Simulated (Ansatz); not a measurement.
The reference is RuSi (space group P2_13, No. 198; a = 4.690 Å). Axes: x, y, z lie along the cube axes.

Modification: uniaxial stress, 2 GPa tension along x, with the cell and atoms free to relax against it.

Levels (all Ansatz, an electronic-structure program, PAW, earlier PAW set): PBEsol (420 eV, no SOC); r2SCAN (500 eV, scalar-relativistic without spin-orbit coupling); HSE06 (420 eV, scalar-relativistic without spin-orbit coupling); PBEsol+SOC (420 eV, spin-orbit coupling included).

At the geometry relaxed with PBEsol, these levels gave the following band gaps, in shuffled order: (a) 0.11 eV, (b) 0.26 eV, (c) 0.19 eV, (d) 0.71 eV.

Match each gap to its level.

(a) PBEsol+SOC; (b) r2SCAN; (c) PBEsol; (d) HSE06.

Single points use the geometry relaxed with PBEsol. HSE06 was sampled on its mesh, a few special points and the semilocal edge points, so its gap is an upper bound. The spin-orbit shifts are approximate. Load acts through the strain it causes; cell and atoms are relaxed under it. Beyond what the load breaks, stability against distortions was not tested. A zero or small gap of RuSi can be the functional's error rather than a property of the material.
